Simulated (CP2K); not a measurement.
Worked example: self-consistent single point of CuGaSe₂ (I-42d, 8 atoms in the cell) in CP2K.

Method: PBE, GPW, DZVP-MOLOPT-SR-GTH basis, GTH-PBE potentials (GTH_POTENTIALS) run with CP2K 2026.2.

The change in words: lattice scaled by 0.98. Reference geometry:
```xyz
8
Lattice="6.8573 0.0000 0.0000 2.1755 6.5031 0.0000 -4.5164 -3.2515 4.0065" Properties=species:S:1:pos:R:3 pbc="T T T"
Ga     4.5164     3.2515     0.0000
Ga     1.0877     3.2515     2.0033
Cu     0.0000     0.0000     0.0000
Cu     3.4287     0.0000     2.0033
Se     5.6455     4.0644     2.0033
Se     2.2168     4.0644     0.0000
Se     1.1291     0.8129     2.0033
Se     4.5578     0.8129     0.0000
```

Reference input (self-consistent single point, DFT PBE, GPW, DZVP-MOLOPT-SR-GTH basis, GTH-PBE potentials (GTH_POTENTIALS)): CUTOFF = 600 Ry; REL_CUTOFF = 50 Ry; SMEAR/METHOD = FERMI_DIRAC; ELECTRONIC_TEMPERATURE = 232.09 K; KPOINTS/SCHEME = MONKHORST-PACK 3 3 3; XC_FUNCTIONAL = PBE; Ga/BASIS_SET = DZVP-MOLOPT-SR-GTH-q13; Ga/POTENTIAL = GTH-PBE-q13; Cu/BASIS_SET = DZVP-MOLOPT-SR-GTH-q11; Cu/POTENTIAL = GTH-PBE-q11; Se/BASIS_SET = DZVP-MOLOPT-SR-GTH-q6; Se/POTENTIAL = GTH-PBE-q6. This run's input differs from it in these lines:

```diff
@@ -63,5 +63,5 @@
     &CELL
-      A 6.85730900 0.00000000 0.00000000
-      B 2.17548800 6.50307100 0.00000000
-      C -4.51639800 -3.25153600 4.00653800
+      A 6.72016300 0.00000000 0.00000000
+      B 2.13197800 6.37301000 0.00000000
+      C -4.42607000 -3.18650500 3.92640700
       PERIODIC XYZ
@@ -69,10 +69,10 @@
     &COORD
-      Ga       4.51639850     3.25153550     0.00000000
-      Ga       1.08774425     3.25153525     2.00326900
+      Ga       4.42607050     3.18650500     0.00000000
+      Ga       1.06598925     3.18650500     1.96320350
       Cu       0.00000000     0.00000000     0.00000000
-      Cu       3.42865475    -0.00000025     2.00326900
-      Se       5.64549838     4.06441913     2.00326900
-      Se       2.21684363     4.06441937     0.00000000
-      Se       1.12909988     0.81288363     2.00326900
-      Se       4.55775412     0.81288388     0.00000000
+      Cu       3.36008175     0.00000000     1.96320350
+      Se       5.53258838     3.98313125     1.96320350
+      Se       2.17250663     3.98313125     0.00000000
+      Se       1.10651788     0.79662625     1.96320350
+      Se       4.46659913     0.79662625     0.00000000
     &END COORD
```

Output (repeated stretches shortened):

```
 SCF WAVEFUNCTION OPTIMIZATION

  Step     Update method      Time    Convergence         Total energy    Change
     1 NoMix/Diag. 0.30E+00      -     1.93821379      -283.6721028173 -2.84E+02
     2 Broy./Diag. 0.30E+00      -     0.13924192      -284.9131927709 -1.24E+00
     3 Broy./Diag. 0.30E+00      -     0.02233072      -283.2353350580  1.68E+00
     4 Broy./Diag. 0.30E+00      -     0.10913594      -283.0744979946  1.61E-01
     5 Broy./Diag. 0.30E+00      -     0.01038288      -283.1328596904 -5.84E-02
     6 Broy./Diag. 0.30E+00      -     0.01102967      -283.2732487829 -1.40E-01
   [... 9 lines left out ...]
    16 Broy./Diag. 0.30E+00      -     0.00000460      -283.2750301695  7.94E-05
    17 Broy./Diag. 0.30E+00      -     0.00000501      -283.2750021470  2.80E-05
    18 Broy./Diag. 0.30E+00      -     0.00000111      -283.2750006254  1.52E-06
    19 Broy./Diag. 0.30E+00      -     0.00000063      -283.2750003002  3.25E-07
  *** SCF run converged in    19 steps ***

  Overlap energy of the core charge distribution:               0.00000011930495
  Self energy of the core charge distribution:               -403.04367653882730
  Core Hamiltonian energy:                                    120.43150009194223
  Hartree energy:                                              43.76903224305416
  Exchange-correlation energy:                                -44.43185610789942
  Electronic entropic energy:                                  -0.00000010776090
  Fermi energy:                                                 0.18048282950471

  Total energy:                                              -283.27500030018359
  Total energy (extrapolated to T->0):                       -283.27500024630314

                     Mulliken Population Analysis

   [... lines left out ...]

 STRESS| Analytical stress tensor [bar]
 STRESS|                        x                   y                   z
 STRESS|      x        6.76335562346E+04   1.60867649177E+02  -1.23750895155E+02
 STRESS|      y        1.60867649177E+02   6.75260431305E+04  -8.90735362550E+01
 STRESS|      z       -1.23750895155E+02  -8.90735362550E+01   6.73793296864E+04
 STRESS| 1/3 Trace                                             6.75129763505E+04
```

The run converged in 19 iterations. Against the reference run the free energy rises by 33.9 meV/atom, the pressure goes from 1.93 to 6.75 GPa, the largest force goes from 0.257 to 0.374 eV/Å and the gap on the mesh goes from 0.098 to 0.370 eV.

The starting cell has typed, rounded lattice constants, without a prior relaxation at this level. Its lattice was rescaled by a random factor within 2.5 % of one. For this run, on top of that: lattice scaled by 0.98. Values carry the incompleteness of an atom-centred basis. With a pressure of about 7 GPa the cell is away from its equilibrium volume at this level.

Cost on one core of a shared machine: roughly 4 min.
